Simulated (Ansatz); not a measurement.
Y: pressure series

Start from Y in the hcp (Mg type) structure (space group P6_3/mmc, No. 194; a = 3.656 Å, c = 5.679 Å).

Cell and atoms are relaxed at each pressure.

Level of theory: PBE (Ansatz, a quantum-chemistry and plane-wave program, PAW, no SOC), earlier PAW set.

Notes on the quantities. enthalpy: H = E + PV relative to the base's energy.

```json
[
 {"variant": "base", "enthalpy": "–", "volume per atom": "32.86 Å³"},
 {"variant": "pressure −2 GPa", "enthalpy": "-0.42 eV/atom", "volume per atom": "34.66 Å³"},
 {"variant": "pressure −1 GPa", "enthalpy": "-0.21 eV/atom", "volume per atom": "33.71 Å³"},
 {"variant": "pressure 3 GPa", "enthalpy": "+0.59 eV/atom", "volume per atom": "30.75 Å³"},
 {"variant": "pressure 7 GPa", "enthalpy": "+1.33 eV/atom", "volume per atom": "28.55 Å³"},
 {"variant": "pressure 15 GPa", "enthalpy": "+2.67 eV/atom", "volume per atom": "25.41 Å³"},
 {"variant": "pressure 30 GPa", "enthalpy": "+4.87 eV/atom", "volume per atom": "21.76 Å³"},
 {"variant": "pressure 50 GPa", "enthalpy": "+7.38 eV/atom", "volume per atom": "18.80 Å³"},
 {"variant": "pressure 75 GPa", "enthalpy": "+10.12 eV/atom", "volume per atom": "16.43 Å³"},
 {"variant": "pressure 100 GPa", "enthalpy": "+12.55 eV/atom", "volume per atom": "14.83 Å³"}
]
```

Load acts through the strain it causes; cell and atoms are relaxed under it. Whether these cells are dynamically stable was not tested. No other phases were tried under pressure. All final runs are without spin polarisation.
